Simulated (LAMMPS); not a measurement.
LAMMPS 22 Jul 2025, classical MD, EAM (Finnis-Sinclair form) (Fe_mm.eam.fs): Fe, 2000 atoms.

```
Quantity                                                                                                              Result
-----------------------------------------------  ---------------------------------------------------------------------------
task                                                                                                                 MD, nve
potential                                                                           EAM (Finnis-Sinclair form), Fe_mm.eam.fs
copies of the repeat unit                                                                                           10×10×10
shape (slab and sphere leave vacuum in the box)                                                                         slab
temperature                                                                                                            800 K
steps                                                                                                                  10000
timestep                                                                                                                2 fs
neighbor skin                                                                                                            2 Å
neigh_modify                                                                                       every 1 delay 0 check yes
thermo                                                                                                                   100
newton                                                                                                          on (default)
atom_modify sort (bins of 2 Å where set)                                                                      1000 (default)
comm_style                                                                                                   brick (default)
box                                              28.7 × 28.7 × 86.0 Å, the slab in its lowest third along z, the rest vacuum
start                                                                        generated bcc lattice, warmed in an untimed run
compared values                                                      energy and forces of the first step, drift over the run
```

It runs on a single node (Arm Neoverse V2, 96 cores on 1 socket, no SMT, 1 L3 cache group).

Times are wall-clock medians of two to five runs, from launch to exit, with nothing else on the machine. Unless noted, each process is bound to its own block of adjacent cores. The times hold for this build (PyPI wheel: MPICH, OPENMP and OPT packages). Scratch files lie in a memory file system. A preparatory run goes ahead and isn't timed.

First run (64 ranks, balance = none (default), suffix = none (plain styles) (default), processors = * * * (default)):

```
Loop time of 1.76395 on 64 procs for 10000 steps with 2000 atoms

Performance: 979.621 ns/day, 0.024 hours/ns, 5669.106 timesteps/s, 11.338 Matom-step/s
80.1% CPU use with 64 MPI tasks x 1 OpenMP threads

MPI task timing breakdown:
Section |  min time  |  avg time  |  max time  |%varavg| %total
---------------------------------------------------------------
Pair    | 0.019836   | 0.60844    | 1.2341     |  62.4 | 34.49
Neigh   | 0.00015101 | 0.0085981  | 0.027888   |  12.1 |  0.49
Comm    | 0.0078122  | 0.3485     | 0.88118    |  56.3 | 19.76
Output  | 0.0017565  | 0.0031686  | 0.0042711  |   1.9 |  0.18
Modify  | 0.00085956 | 0.0032066  | 0.0074991  |   4.8 |  0.18
Other   |            | 0.792      |            |       | 44.90

Nlocal:          31.25 ave          99 max           0 min
Histogram: 35 5 0 0 0 6 2 0 4 12
Nghost:        452.078 ave        1300 max           0 min
Histogram: 24 8 0 8 0 8 0 8 0 8
Neighs:        1979.17 ave        6810 max           0 min
Histogram: 35 5 1 6 1 0 0 0 1 15

Total # of neighbors = 126667
Ave neighs/atom = 63.3335
Neighbor list builds = 170
Dangerous builds = 0
```

Second run:

```
Loop time of 1.1909 on 64 procs for 10000 steps with 2000 atoms

Performance: 1450.998 ns/day, 0.017 hours/ns, 8396.977 timesteps/s, 16.794 Matom-step/s
70.1% CPU use with 64 MPI tasks x 1 OpenMP threads

MPI task timing breakdown:
Section |  min time  |  avg time  |  max time  |%varavg| %total
---------------------------------------------------------------
Pair    | 0.61878    | 0.66976    | 0.69394    |   2.3 | 56.24
Neigh   | 0.0067537  | 0.0094522  | 0.011289   |   1.5 |  0.79
Comm    | 0.4323     | 0.45179    | 0.47862    |   1.6 | 37.94
Output  | 0.0020057  | 0.0021841  | 0.0043234  |   0.6 |  0.18
Modify  | 0.0032553  | 0.0034644  | 0.0036954  |   0.2 |  0.29
Other   |            | 0.05426    |            |       |  4.56

Nlocal:          31.25 ave          38 max          25 min
Histogram: 5 2 4 14 5 16 8 5 4 1
Nghost:        913.344 ave        1050 max         647 min
Histogram: 8 0 7 1 2 6 1 7 5 27
Neighs:        1979.08 ave        2707 max         899 min
Histogram: 2 3 4 2 7 7 17 13 6 3

Total # of neighbors = 126661
Ave neighs/atom = 63.3305
Neighbor list builds = 170
Dangerous builds = 0
```

Q: Which of these changes turns the first timing block into the second?
A. balance = balance 1.05 shift xyz 20 1.02
B. processors = 1 1 64
C. 8 ranks × 8 threads, suffix = omp
D. processors = 4 4 4

A: A, balance = balance 1.05 shift xyz 20 1.02. The largest move is in other (Other): 0.79 s to 0.054 s. The slowest rank's pair time is 2.03 times the mean in the first run and 1.04 times in the second; the others wait. The other changes gave 2.2 s (8 ranks × 8 threads, suffix = omp), 2.0 s (processors = 4 4 4), 2.6 s (processors = 1 1 64), against 1.4 s here and 2.0 s at first.
